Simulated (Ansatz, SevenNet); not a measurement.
For fluorite CoSi2, the machine-learned potential SevenNet-l3i5 (trained on PBE and PBE+U data) gives:

```
Property                                 Value
------------------------------  --------------
lattice parameter a                    5.367 Å
elastic constant C11                   202 GPa
elastic constant C44                  54.5 GPa
Voigt–Reuss–Hill shear modulus        32.8 GPa
enthalpy of formation           -0.494 eV/atom
```

Question: What does r²SCAN (plane waves, PAW; Ansatz, a quantum-chemistry and plane-wave program) give for the same quantities?

Answer: 
- lattice constant a: 5.315 Å (decreases by 1.0 %)
- elastic constant C11: 268 GPa (increases by 33 %)
- elastic constant C44: 104 GPa (grows by 91 %)
- Voigt–Reuss–Hill shear modulus: 79.6 GPa (grows by 140 %)
- formation enthalpy: -0.411 eV/atom (moves by +0.083 eV/atom)

For comparison: lattice constant a 5.365 Å (measured, room temperature, no zero-point or thermal correction; as tabulated in Hegde and Bowen (2014), arXiv:1405.1317); formation enthalpy -0.362 ± 0.01 eV/atom (measured, 298 K, copied from a table, unchecked, not corrected to a static lattice; as tabulated in Wang et al. (2021), doi:10.1038/s41598-021-94550-5).

Changes are worked out from the printed values.

Unless a cell is named, each level is at its own relaxed cell (SevenNet-l3i5 12.88, r²SCAN 12.51 Å³/atom).

The crystal itself was run without spin with r²SCAN; a magnetic state was not tried in these runs.

Ansatz's density-functional and Hartree–Fock values are scalar-relativistic unless marked +SOC, with PAW data made under PBE.
